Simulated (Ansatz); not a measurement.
System: interstitial Na in zinc-blende ZnS (charge state +1). These are PBE, PAW (plane waves to 420 eV; Ansatz, a quantum-chemistry and plane-wave program) values and carry that method's errors.

Cell of 64 host sites held at the relaxed PBE lattice; the Γ point alone; Fermi-Dirac width 0.01 eV, spin-restricted; finite-size errors left in. No zero-point or tunnelling terms. The charge state is imposed; whether it is stable for some Fermi level was not computed. Sites that were not tried may lie lower.

Barriers: single points on a 2×2×2 k-point mesh shifted by half a step at the bands' geometries.

Relaxed starting cell (atoms counted from 1):

```yaml
crystal:
  lattice:
    - [10.88716, 0.00000, 0.00000]
    - [0.00000, 10.88716, 0.00000]
    - [0.00000, 0.00000, 10.88716]
  atoms:
    - { symbol: Zn, position: [0.98698, 0.98710, 0.98646] }
    - { symbol: Zn, position: [0.99924, 0.99929, 0.50004] }
    - { symbol: Zn, position: [0.99925, 0.50068, 0.99865] }
    - { symbol: Zn, position: [0.00179, 0.50304, 0.50239] }
    - { symbol: Zn, position: [0.50064, 0.99927, 0.99864] }
    - { symbol: Zn, position: [0.50299, 0.00186, 0.50242] }
    - { symbol: Zn, position: [0.50299, 0.50306, 0.00122] }
    - { symbol: Zn, position: [0.50006, 0.50009, 0.49946] }
    - { symbol: S, position: [0.12519, 0.12523, 0.37462] }
    - { symbol: S, position: [0.12517, 0.12522, 0.87455] }
    - { symbol: S, position: [0.12518, 0.62523, 0.37431] }
    - { symbol: S, position: [0.12519, 0.62522, 0.87487] }
    - { symbol: S, position: [0.62517, 0.12523, 0.37432] }
    - { symbol: S, position: [0.62518, 0.12524, 0.87488] }
    - { symbol: S, position: [0.62519, 0.62523, 0.37526] }
    - { symbol: S, position: [0.62518, 0.62523, 0.87392] }
    - { symbol: Zn, position: [0.98708, 0.26342, 0.26275] }
    - { symbol: Zn, position: [0.99925, 0.25118, 0.74913] }
    - { symbol: Zn, position: [0.99923, 0.74978, 0.25054] }
    - { symbol: Zn, position: [0.00181, 0.74741, 0.74678] }
    - { symbol: Zn, position: [0.50062, 0.25117, 0.25052] }
    - { symbol: Zn, position: [0.50300, 0.24860, 0.74679] }
    - { symbol: Zn, position: [0.50300, 0.74742, 0.24797] }
    - { symbol: Zn, position: [0.50003, 0.75035, 0.74973] }
    - { symbol: S, position: [0.12520, 0.37526, 0.12459] }
    - { symbol: S, position: [0.12518, 0.37495, 0.62458] }
    - { symbol: S, position: [0.12517, 0.87519, 0.12459] }
    - { symbol: S, position: [0.12518, 0.87550, 0.62459] }
    - { symbol: S, position: [0.62518, 0.37496, 0.12459] }
    - { symbol: S, position: [0.62519, 0.37590, 0.62460] }
    - { symbol: S, position: [0.62519, 0.87551, 0.12460] }
    - { symbol: S, position: [0.62516, 0.87455, 0.62461] }
    - { symbol: Zn, position: [0.26333, 0.98706, 0.26274] }
    - { symbol: Zn, position: [0.25112, 0.99928, 0.74914] }
    - { symbol: Zn, position: [0.25113, 0.50069, 0.25054] }
    - { symbol: Zn, position: [0.24856, 0.50303, 0.74677] }
    - { symbol: Zn, position: [0.74974, 0.99931, 0.25054] }
    - { symbol: Zn, position: [0.74735, 0.00186, 0.74679] }
    - { symbol: Zn, position: [0.74738, 0.50305, 0.24796] }
    - { symbol: Zn, position: [0.75032, 0.50010, 0.74974] }
    - { symbol: S, position: [0.37523, 0.12521, 0.12459] }
    - { symbol: S, position: [0.37490, 0.12523, 0.62460] }
    - { symbol: S, position: [0.37490, 0.62524, 0.12459] }
    - { symbol: S, position: [0.37585, 0.62522, 0.62458] }
    - { symbol: S, position: [0.87514, 0.12527, 0.12461] }
    - { symbol: S, position: [0.87546, 0.12522, 0.62461] }
    - { symbol: S, position: [0.87546, 0.62524, 0.12458] }
    - { symbol: S, position: [0.87452, 0.62523, 0.62460] }
    - { symbol: Zn, position: [0.26335, 0.26334, 0.98641] }
    - { symbol: Zn, position: [0.25113, 0.25117, 0.50003] }
    - { symbol: Zn, position: [0.25112, 0.74979, 0.99866] }
    - { symbol: Zn, position: [0.24855, 0.74741, 0.50241] }
    - { symbol: Zn, position: [0.74973, 0.25118, 0.99865] }
    - { symbol: Zn, position: [0.74736, 0.24859, 0.50243] }
    - { symbol: Zn, position: [0.74736, 0.74742, 0.00122] }
    - { symbol: Zn, position: [0.75031, 0.75036, 0.49948] }
    - { symbol: S, position: [0.37522, 0.37525, 0.37461] }
    - { symbol: S, position: [0.38238, 0.38243, 0.86739] }
    - { symbol: S, position: [0.38238, 0.86802, 0.38180] }
    - { symbol: S, position: [0.37519, 0.87521, 0.87457] }
    - { symbol: S, position: [0.86797, 0.38242, 0.38179] }
    - { symbol: S, position: [0.87517, 0.37525, 0.87457] }
    - { symbol: S, position: [0.87515, 0.87522, 0.37462] }
    - { symbol: S, position: [0.86798, 0.86803, 0.86739] }
    - { symbol: Na, position: [0.12518, 0.12522, 0.12458] }
```
Cell charge +1.

End state 1 differs by these moves (Å; atoms that move under 0.08 Å are left out):

```csv
atom,element,Δx,Δy,Δz
1,Zn,0.14,0.14,0.13
2,Zn,-0.05,-0.05,0.06
3,Zn,-0.05,0.06,-0.05
5,Zn,0.06,-0.05,-0.05
8,Zn,0.06,0.07,0.07
9,S,-0.06,-0.06,0.06
17,Zn,0.01,-0.14,-0.14
21,Zn,0.13,-0.01,-0.01
25,S,-0.06,0.06,-0.06
33,Zn,-0.14,0.01,-0.14
35,Zn,-0.01,0.13,-0.01
41,S,0.06,-0.06,-0.06
49,Zn,-0.14,-0.14,0.01
50,Zn,-0.01,-0.01,0.13
57,S,0.06,0.06,0.06
58,S,-0.06,-0.06,0.06
59,S,-0.06,0.06,-0.06
61,S,0.06,-0.06,-0.06
64,S,0.08,0.08,0.08
65,Na,1.36,1.36,1.36
```

**Question.** What forward and backward barriers to end state 1 does PBE, PAW give?

**Answer.** forward 0.87 eV, backward 0.66 eV; at the saddle point atom 65 has neighbours 3 S at 2.44; 3 Zn at 2.69 Å. The program found a first-order saddle point.
